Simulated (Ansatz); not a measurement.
1T (CdI2-type) MnBr2, treated with LDA (Ansatz, an electronic-structure program, PAW).

Settings: plane-wave cutoff 520 eV, 12×12×6 k mesh (along the axes of the cell as run), Fermi–Dirac smearing 0.01 eV, spin-polarised with parallel moments, scalar-relativistic PAW data made under PBE.

Cell (relaxed at this level):

```cif
data_Br2Mn
_chemical_formula_sum 'Mn1 Br2'
_space_group_name_H-M_alt 'P 1'
_space_group_IT_number 1
_cell_length_a 3.73949
_cell_length_b 3.73949
_cell_length_c 6.07084
_cell_angle_alpha 90.000
_cell_angle_beta 90.000
_cell_angle_gamma 120.000
loop_
_space_group_symop_operation_xyz
  'x, y, z'
loop_
_atom_site_label
_atom_site_type_symbol
_atom_site_fract_x
_atom_site_fract_y
_atom_site_fract_z
_atom_site_occupancy
Mn1 Mn 0.00000 0.00000 0.00000 1
Br1 Br 0.33333 0.66667 0.24494 1
Br2 Br 0.66667 0.33333 0.75506 1
```
Starting moments (μB, in the order of the record's atoms Mn Br Br): 4.0 0.0 0.0.

### Question
Give the computed bulk modulus, band gap, smallest direct gap on the k points sampled and direct gap at Γ.

### Answer

- bulk modulus = 20.6 GPa
- band gap = 0.80 eV (indirect)
- smallest direct gap on the k points sampled = 0.89 eV
- direct gap at Γ = 1.33 eV

Note: the magnetic order was assumed, not searched for or taken from measurement; the volume lies 6 % below that of the published cell; the bulk modulus comes from volumes at which shape and atoms were relaxed.

Spin–orbit coupling is not included.

Computed values are for the static lattice.

Cost on a shared machine: around 13 core-minutes (rough).
